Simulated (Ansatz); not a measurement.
## Lu under a change: x(Ta) = 0.625, 8 atoms, Pmm2

The parent structure is Lu in the hcp (Mg type) structure (space group P6_3/mmc, No. 194; a = 3.504 Å, c = 5.452 Å).

The other end (x = 1) is Ta in the hcp (Mg type) structure (space group P6_3/mmc, No. 194; a model cell, its experimental status unchecked): 18.48 Å³/atom, gap zero; this end may not be an ambient phase.

It is then changed as follows: a fraction x = 0.625 of the Lu sites is given to Ta, ordered in a cell of 8 atoms (starting symmetry Pmm2) and fully relaxed.

Calculations: plane-wave PAW DFT at the r2SCAN level (Ansatz, a first-principles code, 500 eV), no spin-orbit coupling. k-mesh 13×10×5 (Γ-centred); smearing 0.05 eV (Fermi–Dirac), for the changed cell.

```json
[
 {"quantity": "volume per atom", "base": "28.99 Å³", "changed": "21.29 Å³", "shift": "-7.706 Å³"},
 {"quantity": "density", "base": "10.02 g/cm³", "changed": "13.94 g/cm³", "shift": "+3.92 g/cm³"},
 {"quantity": "band gap", "base": "zero", "changed": "zero", "shift": "–"},
 {"quantity": "mixing energy (to 0.01 eV only: unlike meshes or grids) (against an end that may be hypothetical)", "base": "–", "changed": "+0.06 eV/atom", "shift": "–"},
 {"quantity": "deviation of the volume from the linear (Vegard-type) interpolation", "base": "–", "changed": "-5.1 %", "shift": "–"}
]
```

Final structure:

```
CELL_PARAMETERS angstrom
      3.48745     0.00000     0.00000
      0.00000     4.79352     0.00000
      0.00000     0.00000    10.18610
ATOMIC_POSITIONS crystal
  Ta 0.00000 0.00000 0.83470
  Ta 0.50000 0.00000 0.62359
  Lu 0.00000 0.00000 0.37151
  Lu 0.50000 0.00000 0.07399
  Ta 0.50000 0.50000 0.86331
  Ta 0.00000 0.50000 0.64225
  Ta 0.50000 0.50000 0.43717
  Lu 0.00000 0.50000 0.15349
```

Each cell is one ordered arrangement of few atoms, which overstates ordering effects compared with a random alloy. Whether these cells are dynamically stable was not tested. All final runs are without spin polarisation. Lu3Ta5 has a high density of states at the Fermi level and may be magnetic at this level. Under x(Ta) = 0.625, 8 atoms, Pmm2 the cell changed shape so far that it is another structure. This is not the structure that Ta has at room temperature and ambient pressure.
